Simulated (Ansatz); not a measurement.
## ZrN (Fm-3m): band-structure transport figures

Data:

```
CELL_PARAMETERS angstrom
      0.00000     2.27058     2.27058
      2.27058     0.00000     2.27058
      2.27058     2.27058     0.00000
ATOMIC_POSITIONS crystal
  Zr 0.50000 0.50000 0.50000
  N  0.00000 0.00000 0.00000
```

Level of theory: PBEsol, rigid bands (plane waves, PAW, scalar-relativistic; Ansatz, a quantum-chemistry and plane-wave program). Condition of this run: hydrostatic pressure 2 GPa (the target of the relaxation). Geometry: cell and atoms relaxed with PBEsol, then loaded as said.

The density of states at the Fermi level is 0.644 states/(eV·cell), both spins and the bare Sommerfeld coefficient is 0.76 mJ/(mol of atoms·K²). The drude plasma energy is 9.0 eV. The root-mean-square Fermi velocity is 1.1e6 m/s and the resistivity times τ is 6.1 ×10⁻²² Ω·m·s.

A metal at this level (no band gap); rigid bands, thermally averaged at 300 K, both spins. Spin-orbit coupling is left out. τ is one relaxation time for all states.
